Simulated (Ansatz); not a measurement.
The starting structures come from a database of crystals and need not be the phases stable at ambient conditions.

 Where the default PAW files enter, the runs use the earlier of Ansatz's two default sets.

Here is the system:

```
O2Si
1.0
    5.06338     0.00000     0.00000
    0.21527     5.05881     0.00000
    2.42406    -2.52940     3.50342
Si O
2 4
Direct
  0.00000   0.00000   0.00000
  0.25000   0.25000   0.50000
  0.62500   0.12500   0.34679
  0.22179   0.02821   0.15321
  0.12500   0.62500   0.65321
  0.02821   0.22179   0.84679
```

Space group of this cell: I-42d. The cell is taken as given.

The numbers are results of r2SCAN (plane waves, PAW; Ansatz, a first-principles code), not measurements.

The current runs along the normal of the first two printed vectors; no spin-orbit coupling. Scaled by the factor s: the length along the current (ions clamped). The meshes follow the cell: 10×10×10 and 6×6 across at s = 0.97, 8×8×8 and 6×6 across at s = 1.00, 8×8×8 and 6×6 across at s = 1.03.

```tsv
s	mean pressure (GPa)	band gap (eV)
0.97	5.6	6.66
1.00	0.1	6.55
1.03	-4.7	?
```

Problem. Take the slope of the band gap against ln s from the two given rows, extrapolate to s = 1.03, and say what the run there gives.

Solution. Slope = (6.66 − 6.55) / ln 0.97 = -3.61 eV. The line gives 6.55 + (-3.61) × ln 1.03 = 6.44 eV. The run gives 6.37 eV, 0.07 eV under the line, 69 % of the predicted step.
